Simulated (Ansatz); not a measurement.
A computed series for Al2O3: point defects

Start from a 10-atom supercell of Al2O3 in the corundum structure (space group R-3c, No. 167; a = 4.758 Å, c = 12.992 Å (hexagonal axes)) at its relaxed geometry.

One neutral defect a cell, atoms relaxed at fixed cell.

Level of theory: r2SCAN/PAW in Ansatz (a first-principles code), spin-orbit coupling left out, earlier PAW set.

Before the change:

The pressure is 0.0 GPa.

### Question
The aim is a pressure between 23.7 GPa and 25.4 GPa. Which of these changes reaches it?
A) Al vacancy
B) Li interstitial (started 1.92 Å from the nearest host atom)
C) Al on a O site (antisite)

### Answer
B, Li interstitial (started 1.92 Å from the nearest host atom). It gives 24.6 GPa; Al vacancy gives 10.4 GPa; Al on a O site (antisite) gives 52.6 GPa. Changes not listed may reach it too

The magnetic state is the one reached from the starting moments; the real material's order can differ, and small cells can't hold many antiferromagnetic ones. The cell is small, so the values are those of an ordered compound at a high defect concentration; dilute-limit values will differ. A case with no gap was solved on a k-mesh chosen for an insulator, which is coarse for it. Seeded moments were not kept for Li interstitial (started 1.92 Å from the nearest host atom) and Al on a O site (antisite).
